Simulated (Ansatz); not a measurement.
**KTaO3: pressure series**

The parent structure is KTaO$_{3}$ in the cubic perovskite structure (space group Pm-3m, No. 221).

```
CELL_PARAMETERS angstrom
      3.99012     0.00000     0.00000
      0.00000     3.99012     0.00000
      0.00000     0.00000     3.99012
ATOMIC_POSITIONS crystal
  K  0.00000 0.00000 0.00000
  Ta 0.50000 0.50000 0.50000
  O  0.00000 0.50000 0.50000
  O  0.50000 0.50000 0.00000
  O  0.50000 0.00000 0.50000
```

Cell and atoms are relaxed at each pressure.

All numbers come from r2SCAN/PAW in Ansatz (a first-principles code), no SOC.

Notes on the quantities. enthalpy: H = E + PV relative to the base's energy.

| case | band gap | volume per atom | smallest direct gap | enthalpy |
|---|---|---|---|---|
| base | 2.63 eV | 12.71 Å³ | 3.27 eV | – |
| pressure −2 GPa | 2.60 eV | 12.83 Å³ | 3.24 eV | -0.16 eV/atom |
| pressure −1 GPa | 2.61 eV | 12.77 Å³ | 3.25 eV | -0.08 eV/atom |
| pressure 1.8 GPa | 2.65 eV | 12.60 Å³ | 3.28 eV | +0.14 eV/atom |
| pressure 4.2 GPa | 2.68 eV | 12.46 Å³ | 3.31 eV | +0.33 eV/atom |
| pressure 9 GPa | 2.73 eV | 12.21 Å³ | 3.35 eV | +0.70 eV/atom |
| pressure 18 GPa | 2.81 eV | 11.81 Å³ | 3.40 eV | +1.37 eV/atom |
| pressure 30 GPa | 2.90 eV | 11.36 Å³ | 3.45 eV | +2.24 eV/atom |
| pressure 45 GPa | 3.00 eV | 10.89 Å³ | 3.48 eV | +3.28 eV/atom |
| pressure 60 GPa | … | … | … | +4.28 eV/atom |

Problem. Some entries are withheld; estimate them.

Solution. 
- pressure 60 GPa, band gap: 3.07 eV
- pressure 60 GPa, volume per atom: 10.51 Å³
- pressure 60 GPa, smallest direct gap: 3.49 eV

With Ta present, leaving out spin-orbit coupling can change the band edges. Load acts through the strain it causes; cell and atoms are relaxed under it. Stability against distortions was not tested. Competing high-pressure phases were not computed.
